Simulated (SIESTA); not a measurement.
Input and output of a self-consistent single point for PbSe (Fm-3m, 2 atoms in the cell) (SIESTA).

Method of the run: GGA PBE, numerical atomic orbitals TZP, PseudoDojo PBE standard norm-conserving potentials (rewritten from UPF to PSML) run with SIESTA 5.4.2.

The change in words: lattice scaled by 0.98. Reference geometry:
```
PbSe
1.0
    0.00000     3.06000     3.06000
    3.06000     0.00000     3.06000
    3.06000     3.06000     0.00000
Pb Se
1 1
Direct
  0.00000   0.00000   0.00000
  0.50000   0.50000   0.50000
```

Reference input (self-consistent single point, DFT, GGA PBE, numerical atomic orbitals TZP, PseudoDojo PBE standard norm-conserving potentials (rewritten from UPF to PSML)): XC.functional = GGA; XC.authors = PBE; potentials = PseudoDojo PBE standard; PAO.BasisSize = TZP; PAO.EnergyShift = 0.005 Ry; MeshCutoff = 400 Ry; kgrid.MonkhorstPack = 6 6 6; OccupationFunction = FD; ElectronicTemperature = 10 meV; MaxSCFIterations = 150; SCF.Mixer.Method = Pulay; SCF.Mixer.Weight = 0.25. This run's input differs from it in these lines:

```diff
@@ -10,7 +10,7 @@
 %endblock ChemicalSpeciesLabel
-LatticeConstant              4.327494 Ang
+LatticeConstant              4.240944 Ang
 %block LatticeVectors
-     0.000000000    0.707106700    0.707106700
-     0.707106700    0.000000000    0.707106700
-     0.707106700    0.707106700    0.000000000
+     0.000000000    0.707106720    0.707106720
+     0.707106720    0.000000000    0.707106720
+     0.707106720    0.707106720    0.000000000
 %endblock LatticeVectors
@@ -19,3 +19,3 @@
      0.000000000    0.000000000    0.000000000  1
-     5.782561941    5.782561941    5.782561941  2
+     5.666910703    5.666910703    5.666910703  2
 %endblock AtomicCoordinatesAndAtomicSpecies
```

Output (repeated stretches shortened):

```
        iscf     Eharris(eV)        E_KS(eV)     FreeEng(eV)     dDmax    Ef(eV) dHmax(eV)
   scf:    1    -5199.757107    -5200.258738    -5200.258738  0.851160 -3.804229  2.696809
   scf:    2    -5200.675208    -5200.493509    -5200.493510  0.051969 -3.780538  1.439226
   scf:    3    -5200.580843    -5200.550143    -5200.550146  0.058565 -3.784723  0.399677
   scf:    4    -5200.556170    -5200.553671    -5200.553671  0.048927 -3.829950  0.039919
   scf:    5    -5200.552875    -5200.553467    -5200.553467  0.004544 -3.819529  0.113918
   scf:    6    -5200.553908    -5200.553757    -5200.553758  0.002363 -3.822241  0.009231
   scf:    7    -5200.553762    -5200.553760    -5200.553761  0.000243 -3.822109  0.000941
   scf:    8    -5200.553760    -5200.553760    -5200.553761  0.000107 -3.822268  0.000251
   scf:    9    -5200.553760    -5200.553760    -5200.553761  0.000013 -3.822252  0.000010
mix: Pulay -- inversion failed, > SVD [rank/size] 4 / 7
   scf:   10    -5200.553760    -5200.553760    -5200.553761  0.000001 -3.822251  0.000000
SCF Convergence by DM+H criterion
max |DM_out - DM_in|         :     0.0000005990
max |H_out - H_in|      (eV) :     0.0000002962
SCF cycle converged after 10 iterations

Using DM_out to compute the final energy and forces

siesta: E_KS(eV) =            -5200.5538

siesta: E_KS - E_eggbox =     -5200.5538

siesta: Atomic forces (eV/Ang):
     1    0.000000    0.000000    0.000000
     2    0.000000    0.000000    0.000000
   Tot    0.000000    0.000000    0.000000
   Max    0.000000
   Res    0.000000    sqrt( Sum f_i^2 / 3N )
   Max    0.000000    constrained

Stress tensor Voigt[x,y,z,yz,xz,xy] (kbar):      -80.76      -80.76      -80.76       -0.24       -0.24       -0.24
(Free)E + p*V (eV/cell)    -5197.8350
Target enthalpy (eV/cell)    -5200.5538

siesta: Program's energy decomposition (eV):
siesta: FreeEng =     -5200.553761

   [... lines left out ...]
siesta:    -0.050409   -0.000152   -0.000152
siesta:    -0.000152   -0.050409   -0.000152
siesta:    -0.000152   -0.000152   -0.050409

siesta: Cell volume =         53.935226 Ang**3

siesta: Pressure (static):
siesta:                Solid            Molecule  Units
siesta:           0.00054902          0.00054902  Ry/Bohr**3
siesta:           0.05040853          0.05040853  eV/Ang**3
siesta:          80.76337673         80.76336773  kBar
```

The run converged in 10 iterations. Against the reference run the free energy goes up by 58.9 meV/atom, the pressure goes from 3.34 to 8.08 GPa and the gap on the mesh goes from 0.405 to 0.205 eV.

The starting cell has typed, rounded lattice constants, without a prior relaxation at this level. For this run, on top of that: lattice scaled by 0.98. Spin-orbit coupling is off. Values carry the incompleteness of an atom-centred basis. With a pressure of about 8 GPa the cell is away from its equilibrium volume at this level.

Cost on one core of a shared machine: roughly 40 s.
